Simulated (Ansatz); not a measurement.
Worked example: relaxation of the atoms of ReRh₃ (P1, 4 atoms in the cell) in Ansatz (a quantum-chemistry and plane-wave program).

Method of the run: PBE (plane waves, PAW; Ansatz).

The change in words: atoms moved at random; relax: default → atoms; relax.f_tol: default → 0.005 eV/Å. Reference geometry:
```xyz
4
Lattice="-1.8267 1.8267 4.0689 1.8267 -1.8267 4.0689 1.8267 1.8267 -4.0689" Properties=species:S:1:pos:R:3 pbc="T T T"
Rh     0.0000     0.0000     4.0689
Rh     0.0000     1.8267     2.0345
Rh     1.8267     0.0000     2.0345
Re     0.0000     0.0000     0.0000
```

Reference input (self-consistent single point, DFT, PBE, plane waves, default PAW files): basis.ecutwfc = 30.9 Ry; kpoints.mp_grid.grid = 9 9 9; hamiltonian.xc = pbe; hamiltonian.pseudopotentials = {kind: paw} (the program's default PAW files); scf.occupations.method = methfessel_paxton; scf.occupations.width = 0.01 Ry. This run's input differs from it in these lines:

Ansatz 0.2 input:
```diff
@@ -6,6 +6,6 @@
   atoms:
-    - { symbol: Rh, position: [0.50000000, 0.50000000, 0.00000000] }
-    - { symbol: Rh, position: [0.75000000, 0.25000000, 0.50000000] }
-    - { symbol: Rh, position: [0.25000000, 0.75000000, 0.50000000] }
-    - { symbol: Re, position: [0.00000000, 0.00000000, 0.00000000] }
+    - { symbol: Rh, position: [0.50068700, 0.50366100, -0.00003300] }
+    - { symbol: Rh, position: [0.74833000, 0.24470100, 0.49646900] }
+    - { symbol: Rh, position: [0.25503900, 0.75093100, 0.50625000] }
+    - { symbol: Re, position: [-0.00405600, 0.00070600, -0.00268600] }
 basis:
@@ -23,2 +23,4 @@
     width: 0.01 Ry
+relax:
+  f_tol: 0.005
 output:
```

Log, with long lists cut:

```
   [... SCF lines of the steps left out ...]
relax step   1: F+E_penalty+E_count = -30076.48440553 eV  Δ(F+E_penalty+E_count) = +0.000e0 eV  max|allowed force component| = 3.138e-1 eV/Å  Δτ_max = 0.0000 Å  (6 SCF iters, dr2 threshold 6.25e-7 eV, accepted)
relax step   2: F+E_penalty+E_count = -30076.49350409 eV  Δ(F+E_penalty+E_count) = -9.099e-3 eV  max|allowed force component| = 3.922e-2 eV/Å  Δτ_max = 0.0202 Å  (4 SCF iters, dr2 threshold 6.15e-6 eV, accepted)
relax step   3: F+E_penalty+E_count = -30076.49371336 eV  Δ(F+E_penalty+E_count) = -2.093e-4 eV  max|allowed force component| = 5.703e-4 eV/Å  Δτ_max = 0.0052 Å  (4 SCF iters, dr2 threshold 9.61e-8 eV, accepted)
relax step   4: F+E_penalty+E_count = -30076.49371338 eV  Δ(F+E_penalty+E_count) = -1.743e-8 eV  max|allowed force component| = 4.190e-4 eV/Å  Δτ_max = 0.0000 Å  (3 SCF iters, accepted)
Stability not checked (fill_not_monotonic)
Free energy (F): -30076.493713 eV
Internal energy: -30076.489919 eV  (E = F + TS)
E sigma→0 (E₀):  -30076.492765 eV
Entropy (-TS):   -0.003795 eV (-0.949 meV/atom)
Fermi energy:    23.816425 eV
--- Forces (eV/Å), atoms counted from 1 ---
  atom   1  Rh     0.00000514     0.00020395    -0.00009993
  atom   2  Rh    -0.00003550    -0.00016787     0.00041491
  atom   3  Rh     0.00010865    -0.00004486    -0.00033185
  atom   4  Re    -0.00007716     0.00001701     0.00000049
--- Stress (GPa, compression-positive) ---
       25.346245       0.000000       0.000023
   [... lines left out ...]
  atoms:
    - { symbol: Rh, position: [0.4999953606661726, 0.5000010125840755, -5.213808627564629e-6] }
    - { symbol: Rh, position: [0.7499956120033164, 0.24999087354038166, 0.5000038427936696] }
    - { symbol: Rh, position: [0.25001071350594045, 0.7500057381136573, 0.5000007694510681] }
    - { symbol: Re, position: [-1.6861754293372506e-6, 1.3757618856978486e-6, 6.015638897945428e-7] }
```

The run converged. 

Summary of the result:
* **Free energy E − TS (on the zero of these files)**: -30076.4937 eV
* **Fermi level (on the code's own zero)**: 23.82 eV
* **Pressure**: 15.68 GPa
* **Relaxation steps**: 4

The starting cell was generated: these elements placed on a structure prototype, without a prior relaxation; it need not be a known phase or ordering of this composition. For this run, on top of that: atoms moved at random. Spin polarisation is off. Ansatz's pressure includes its estimate of the finite-basis (Pulay) stress.

Cost on one core of a shared machine: roughly 3 min.
